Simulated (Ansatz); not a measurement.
## MgO, response to strain

Consider MgO in the rock salt structure (space group Fm-3m, No. 225; a = 4.159 Å). Axes: x, y, z lie along the cube axes.

Strains are applied to the cell and any free atomic positions relax; under biaxial strain the out-of-plane vector relaxes too.

Level of theory: LDA, PAW, 420 eV (Ansatz, a program for electronic structure; scalar-relativistic without spin-orbit coupling).

Candidates:
(a) biaxial strain +2.50 %, plane normal [111], relaxed out of plane
(b) biaxial strain −0.42 %, plane normal [111], relaxed out of plane
(c) biaxial strain −1.67 %, plane normal [111], relaxed out of plane

For the base:

Band gap: 5.03 eV

Problem. Order them by band gap, highest first.

Solution. (c) biaxial strain −1.67 %, plane normal [111], relaxed out of plane (5.25 eV), (b) biaxial strain −0.42 %, plane normal [111], relaxed out of plane (5.09 eV), (a) biaxial strain +2.50 %, plane normal [111], relaxed out of plane (4.45 eV)

Stability against distortions was not tested.
